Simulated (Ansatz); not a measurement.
CsCl-type ScAg was calculated with PBEsol (PAW; Ansatz, a first-principles code).

Settings: plane-wave cutoff 500 eV, 16×16×16 k mesh, Fermi–Dirac smearing 0.1 eV, no spin polarisation, scalar-relativistic PAW data made under PBE.

Computed at the level's own relaxed cell.

Question: Estimate the equilibrium volume per atom and equilibrium lattice constant a that the calculation returns.

Answer: 
equilibrium volume per atom: 19.36 Å³/atom
equilibrium lattice constant a: 3.383 Å

The run finds no gap.

Cost on a shared machine: very roughly 40 core-seconds.
